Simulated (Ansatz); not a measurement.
**Co under a change: biaxial strain +1.91 %, plane normal [001], relaxed out of plane**

Take Co in the hcp (Mg type) structure (space group P6_3/mmc, No. 194; a = 2.494 Å, c = 4.037 Å; ferromagnetic; relaxed with 0.1 eV smearing) as the base. Axes: x lies along a and z along c of the hexagonal cell.

Now apply this change: tensile biaxial strain of 1.91 % in the plane normal to [001], as in epitaxy on a mismatched substrate; the out-of-plane cell vector and the atoms relax.

All numbers come from plane-wave PAW DFT at the PBE level (Ansatz, a quantum-chemistry and plane-wave program, 420 eV), without spin-orbit coupling. Settings: 26×26×14 k-points, 0.1 eV Fermi–Dirac smearing.

The space group is still P6_3/mmc (No. 194) and the shortest interatomic distance hardly moves (2.479 Å against 2.478 Å). The pressure (mean of the normal stresses, compression positive) goes from zero to -5.2 GPa and the band gap is still zero. The magnetic state is still ferromagnetic and the out-of-plane strain amounts to -1.08 %. The mean in-plane stress (compression positive) comes out as -7.8 GPa.

Final structure (turned so that z lies along the plane normal):

```xyz
2
Lattice="2.5412 0.0000 0.0000 1.2706 2.2007 0.0000 0.0000 0.0000 3.9933" Properties=species:S:1:pos:R:3 pbc="T T T"
Co     1.2706     0.7336     2.9950
Co     2.5412     1.4671     0.9983
```

Other magnetic orders, which the real material may have, were not ruled out. No phonon test of stability was made.
